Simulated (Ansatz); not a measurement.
What isotropic strain +1.50 % does to MgS

Base system: MgS in the rock salt structure (space group Fm-3m, No. 225; a = 5.203 Å).

One thing is altered: an isotropic linear strain of +1.50 %; the atoms relax in the strained cell.

Level of theory: DFT with r2SCAN, PAW potentials and a 500 eV plane-wave cutoff in Ansatz (a program for electronic structure), no spin-orbit coupling. k-mesh 11×11×11 (Γ-centred); smearing 0.05 eV (Fermi–Dirac).

The volume per atom goes up by 0.80 Å³ to 18.41 Å³ and the shortest interatomic distance grows by 0.039 Å, from 2.602 Å to 2.641 Å. The energy goes up by 8.5 meV/atom and the pressure goes from zero to -3.25 GPa. The band gap decreases by 0.096 eV (3.46 eV → 3.37 eV) and the gap character remains indirect, Γ → X. The mean gap deformation potential ΔEg/Δln V amounts to -2.2 eV and the width of the top valence band falls by 0.12 eV (2.34 eV → 2.22 eV). The electron mass goes from 0.53 mₑ along k, 0.31 mₑ across (at X) to 0.52 mₑ along k, 0.30 mₑ across (at X) and the hole mass (degenerate bands, along [100]) becomes 0.27, 0.98, 0.98 mₑ (at Γ) (base: 0.28, 0.93, 0.93 mₑ (at Γ)). The valley order (the lowest conduction-band minima on the path, energy above the VBM, named in the base's zone) becomes X along ⟨100⟩ 3.37 eV; Γ 4.28 eV (base: X along ⟨100⟩ 3.46 eV; Γ 4.64 eV).

Final structure:

```yaml
crystal:
  lattice:
    - [0.00000, 2.64054, 2.64054]
    - [2.64054, 0.00000, 2.64054]
    - [2.64054, 2.64054, 0.00000]
  atoms:
    - { symbol: Mg, position: [0.00000, 0.00000, 0.00000] }
    - { symbol: S, position: [0.50000, 0.50000, 0.50000] }
```

Cost of the whole job for the changed cell (relaxation, final SCF and bands): roughly 15 core-seconds.

Effective masses come from finite differences of ±0.01 Å⁻¹. Along k means along the line from Γ to the band edge. Whether these cells are dynamically stable was not tested.
